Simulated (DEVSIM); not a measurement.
Device: Si p-n junction from an implanted or diffused profile, at 300 K.

| layer (left to right) | material | thickness (μm) | Nd (cm⁻³) | τn (s) | τp (s) |
|---|---|---|---|---|---|
| 1 | Si | 12.0 | 3.3e16 | 0.00023 | 0.00023 |

Added acceptor profile: 1.1e18 cm⁻³ × exp(−(x − 0 μm)²/(2·(0.1 μm)²)). Left contact: ohmic. Right contact: ohmic. Voltage is applied to the left contact. Recombination: SRH at mid-gap, Auger. Gap narrowing is on: ΔEg = 6.92 meV × (l + √(l² + 0.5)), l = ln(N/1.3e17 cm⁻³), shared equally by both band edges. Mobility is μmin + (μ − μmin)/(1 + (N/Nref)^α).

Constants are typed, rounded textbook-type inputs, not results; the design itself was drawn at random and stands for no fabricated device. Values at 300 K; Nc and Nv go as T^1.5, mobilities as T to minus their exponent, the gap by Varshni's rule with the affinity fixed.

| parameter | Si |
|---|---|
| gap (eV) | 1.124 |
| affinity (eV) | 4.05 |
| permittivity | 11.7 |
| Nc (cm⁻³) | 2.86e19 |
| Nv (cm⁻³) | 3.1e19 |
| μn (cm²/Vs) | 1417 |
| μp (cm²/Vs) | 470 |
| μn,min | 52 |
| μp,min | 45 |
| Nref,n | 9.7e16 |
| Nref,p | 2.2e17 |
| αn | 0.68 |
| αp | 0.72 |
| T exponent of μn | 2.3 |
| T exponent of μp | 2.2 |
| Cn (cm⁶/s) | 2.8e-31 |
| Cp (cm⁶/s) | 9.9e-32 |
| Varshni α (eV/K) | 0.000473 |
| Varshni β (K) | 636 |

Simulated with DEVSIM: 1D drift-diffusion, Boltzmann statistics, complete ionisation; no tunnelling, impact ionisation, image-force lowering or self-heating.

Base results: dark forward voltage at 1 A/cm² (V) 0.621; dark forward voltage at 100 A/cm² (V) 0.757; potential step across the device at zero bias (V) 0.846.

### Question
What follows from this one change: doping Nd of layer 1 3.3e+16 → 3.3e+15 cm^-3?

### Answer
dark forward voltage at 1 A/cm² 0.621 → 0.600 V; dark forward voltage at 100 A/cm² 0.757 → 0.765 V; potential step across the device at zero bias 0.846 → 0.788 V.

### Question
What follows from this one change: thickness of layer 1 12 → 4.2 μm?

### Answer
dark forward voltage at 1 A/cm² 0.621 → 0.614 V; dark forward voltage at 100 A/cm² 0.757 → 0.739 V; potential step across the device at zero bias little changed (0.846 V).

### Question
What follows from this one change: straggle of the profile 0.1 → 0.03 μm?

### Answer
dark forward voltage at 1 A/cm² 0.621 → 0.591 V; dark forward voltage at 100 A/cm² 0.757 → 0.733 V; potential step across the device at zero bias little changed (0.846 V).

### Question
What follows from this one change: peak of the profile 1.1e+18 → 2.2e+18 cm^-3?

### Answer
dark forward voltage at 1 A/cm² 0.621 → 0.635 V; dark forward voltage at 100 A/cm² 0.757 → 0.770 V; potential step across the device at zero bias 0.846 → 0.860 V.
